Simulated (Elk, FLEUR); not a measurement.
A FLEUR input for a self-consistent single point of NaLu₃ (Fm-3m, 4 atoms in the cell) (DFT, LDA (Vosko-Wilk-Nusair), all-electron FLAPW (FLEUR), scalar-relativistic valence):

Input of the input generator:

```
scf NaLu3
&input film=f /
-0.0000000000 0.7071067812 0.7071067812
0.7071067812 -0.0000000000 0.7071067812
0.7071067812 0.7071067812 -0.0000000000
10.3810872579
1.0 1.0 1.0

4
11 0.0000000000 0.0000000000 0.0000000000
71 0.2500000000 0.2500000000 0.2500000000
71 0.7500000000 0.7500000000 0.7500000000
71 0.5000000000 0.5000000000 0.5000000000

&comp jspins=1 /
&exco xctyp='vwn' /
&kpt div1=8 div2=8 div3=8 gamma=t /
&end /
```

```xml
<?xml version="1.0" encoding="UTF-8" standalone="no"?>
<fleurInput fleurInputVersion="0.39">
   <comment>
      scf NaLu3                                                                                           
   </comment>
   <calculationSetup>
      <cutoffs Kmax="3.8" Gmax="15.2" GmaxXC="15.2" numbands="0"/>
      <scfLoop itmax="80" minDistance="0.00001" maxIterBroyd="15" imix="Anderson" alpha="0.05" precondParam="0.0" spinf="2.0"/>
      <coreElectrons ctail="T" frcor="F" kcrel="0" coretail_lmax="0"/>
      <xcFunctional name="vwn" relativisticCorrections="F"/>
      <magnetism jspins="1"/>
      <soc l_soc="F" theta="0.0" phi="0.0" spav="F"/>
      <expertModes spex="0" secvar="F"/>
      <geometryOptimization l_f="T" forcealpha="1.0" forcemix="BFGS" epsdisp="0.00001" epsforce="0.00001"/>
      <ldaU l_linMix="F" mixParam="0.05" spinf="1.0"/>
   </calculationSetup>
   <cell>
      <bzIntegration valenceElectrons="84.0" mode="gauss" fermiSmearingEnergy="0.00367493">
         <kPointListSelection listName="default-1"/>
         <!-- k-points included here -->
         <xi:include xmlns:xi="http://www.w3.org/2001/XInclude" href="kpts.xml"> </xi:include>
      </bzIntegration>
      <!-- symmetry operations included here -->
      <xi:include xmlns:xi="http://www.w3.org/2001/XInclude" href="sym.xml"> </xi:include>
      <bulkLattice scale="1.0">
         <bravaisMatrix>
            <row-1>    0.0000000000000000     7.3405371962900041     7.3405371962900041</row-1>
            <row-2>    7.3405371962900041     0.0000000000000000     7.3405371962900041</row-2>
            <row-3>    7.3405371962900041     7.3405371962900041     0.0000000000000000</row-3>
         </bravaisMatrix>
      </bulkLattice>
   </cell>
   <atomSpecies>
      <species name="Sodium (Na)" element="Na" atomicNumber="11">
         <mtSphere radius="2.63" gridPoints="925" logIncrement="0.012"/>
         <atomicCutoffs lmax="10" lnonsphr="8"/>
         <electronConfig flipSpins="F">
            <coreConfig>(1s1/2)</coreConfig>
            <valenceConfig>(2s1/2) (2p1/2) (2p3/2) (3s1/2)</valenceConfig>
            <stateOccupation state="(3s1/2)" spinUp="0.5" spinDown="0.5"/>
         </electronConfig>
         <energyParameters s="3" p="3" d="3" f="4"/>
         <lo type="SCLO" l="0" n="2" eDeriv="0"/>
         <lo type="SCLO" l="1" n="2" eDeriv="0"/>
      </species>
      <species name="Lutetium (Lu)" element="Lu" atomicNumber="71">
         <mtSphere radius="2.63" gridPoints="925" logIncrement="0.014"/>
         <atomicCutoffs lmax="10" lnonsphr="8"/>
         <electronConfig flipSpins="F">
            <coreConfig>(1s1/2) (2s1/2) (2p1/2) (2p3/2) (3s1/2) (3p1/2) (3p3/2) (4s1/2) (3d3/2) (3d5/2) (4p1/2) (4p3/2) (4d3/2) (4d5/2)</coreConfig>
            <valenceConfig>(5s1/2) (5p1/2) (5p3/2) (6s1/2) (4f5/2) (4f7/2) (5d3/2) (5d5/2)</valenceConfig>
            <stateOccupation state="(5d3/2)" spinUp="0.2" spinDown="0.2"/>
            <stateOccupation state="(5d5/2)" spinUp="0.3" spinDown="0.3"/>
         </electronConfig>
         <energyParameters s="6" p="6" d="5" f="4"/>
         <lo type="SCLO" l="0" n="5" eDeriv="0"/>
         <lo type="SCLO" l="1" n="5" eDeriv="0"/>
      </species>
   </atomSpecies>
   <atomGroups>
      <atomGroup species="Sodium (Na)">
         <relPos label="                   1">.0000000000 .0000000000 .0000000000</relPos>
         <force calculate="T" relaxXYZ="TTT"/>
      </atomGroup>
      <atomGroup species="Lutetium (Lu)">
         <relPos label="                   2">1.000/4.000 1.000/4.000 1.000/4.000</relPos>
         <relPos label="                   3">-1.000/4.000 -1.000/4.000 -1.000/4.000</relPos>
         <force calculate="T" relaxXYZ="TTT"/>
      </atomGroup>
      <atomGroup species="Lutetium (Lu)">
         <relPos label="                   4">1.000/2.000 1.000/2.000 1.000/2.000</relPos>
         <force calculate="T" relaxXYZ="TTT"/>
      </atomGroup>
   </atomGroups>
   <output dos="F" band="F" slice="F">
      <checks vchk="F" cdinf="F"/>
      <bandDOS minEnergy="-.5*Htr" maxEnergy="0.5*Htr" sigma="0.015" storeEVData="T"/>
      <vacuumDOS vacdos="F" integ="F" star="F" nstars="0" locx1="0.0" locy1="0.0" locx2="0.0" locy2="0.0" nstm="0" tworkf="0.0"/>
      <unfoldingBand unfoldBand="F" supercellX="1" supercellY="1" supercellZ="1"/>
      <plotting iplot="0" polar="F">
         <plot TwoD="T" vec1="  1.0  0.0  0.0" vec2="  0.0  1.0  0.0" vec3="  0.0  0.0  1.0" zero="  0.0  0.0  0.0" file="plot"/>
      </plotting>
      <chargeDensitySlicing numkpt="0" minEigenval="0.0" maxEigenval="0.0" nnne="0" pallst="F"/>
      <specialOutput eonly="F"/>
      <magneticCircularDichroism mcd="F" energyLo="-10.0" energyUp="0.0"/>
   </output>
  <!-- We include the file relax.xml here to enable relaxations (see documentation) -->
  <xi:include xmlns:xi="http://www.w3.org/2001/XInclude" href="relax.xml"> <xi:fallback/> </xi:include>
</fleurInput>
```

**Question.** Write the same calculation as an input for Elk.

**Answer.** This is the input that was run; spellings and numerical settings could be chosen otherwise.

```
tasks
  0

xctype
  3

rgkmax
  7.0

stype
  0

swidth
  0.00367493

scale
  1.889726125

avec
    0.0000000000    3.8844450000    3.8844450000
    3.8844450000    0.0000000000    3.8844450000
    3.8844450000    3.8844450000    0.0000000000

atoms
  2   : nspecies
  'Na.in'   : spfname
  1   : natoms; atposl, bfcmt below
  0.0000000000  0.0000000000  0.0000000000    0.0 0.0 0.0
  'Lu.in'   : spfname
  3   : natoms; atposl, bfcmt below
  0.2500000000  0.2500000000  0.2500000000    0.0 0.0 0.0
  0.7500000000  0.7500000000  0.7500000000    0.0 0.0 0.0
  0.5000000000  0.5000000000  0.5000000000    0.0 0.0 0.0

ngridk
  8 8 8
```

Basis, cutoffs, solver keys and any potentials are the target program's own. This input uses DFT, LDA (PW92), all-electron FP-LAPW, Elk's shipped species files, default APW+lo basis. LDA parametrisations can differ slightly between programs.

The starting cell comes from a database of computed structures (which also holds hypothetical and non-ambient phases and stackings), without a prior relaxation at this level.
